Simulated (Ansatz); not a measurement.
TlBr (Cmcm, No. 63, 4 atoms in the cell; start mp-568949; a measured phase of this formula has another space group) was calculated with HSE06 (plane waves, PAW; Ansatz, an electronic-structure program).

Run with plane-wave cutoff 460 eV, 6×6×6 k mesh, Fermi–Dirac smearing 0.01 eV, scalar-relativistic PAW data made under PBE.

Cell (relaxed with PBEsol):

```
TlBr
1.0
    2.16926    -6.07684     0.00000
    2.16926     6.07684     0.00000
    0.00000     0.00000     4.86852
Tl Br
2 2
Cartesian
  2.16926   1.33030   3.65139
  2.16926  -1.33030   1.21713
  2.16926  -4.42261   1.21713
  2.16926   4.42261   3.65139
```

Q: Estimate the band gap and Γ–Γ gap that the calculation returns.

A: 
band gap: 2.63 eV
Γ–Γ gap: 6.94 eV

Note: cell and atoms aren't relaxed at this level (pressure 2.1 GPa).

Spin–orbit coupling is not included; with these elements it can move the gap by several tenths of an eV or more.

Computed values are for the static lattice.

Cost on a shared machine: about 6 core-minutes (a rough figure).

A start named mp-… is a Materials Project structure, which need not be a measured phase.
